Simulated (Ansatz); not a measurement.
```
CELL_PARAMETERS angstrom
      2.84928     0.00000     0.00000
      0.00000     2.84928     0.00000
      1.42464    -1.42464     2.16403
ATOMIC_POSITIONS crystal
  N  0.00000 0.00000 0.00000
  Ti 0.50000 0.50000 0.00000
```

No spin polarisation.

The values are results of r2SCAN, PAW, 500 eV (Ansatz, a program for electronic structure; scalar-relativistic without spin-orbit coupling), not measurements. Settings: 23×23×23 k-points, 0.1 eV Fermi–Dirac smearing.

Task: Predict the in-plane stress and band gap.

Result: 
- Mean in-plane stress (compression positive): +45.5 GPa
- Band gap: zero

The cells carry an imposed strain or load. No phonon test of stability was made. The final runs are not spin-polarised. The cell was made from TiN in the rock salt structure (space group Fm-3m, No. 225) by this change: biaxial strain −4.81 %, plane normal [001], relaxed out of plane.
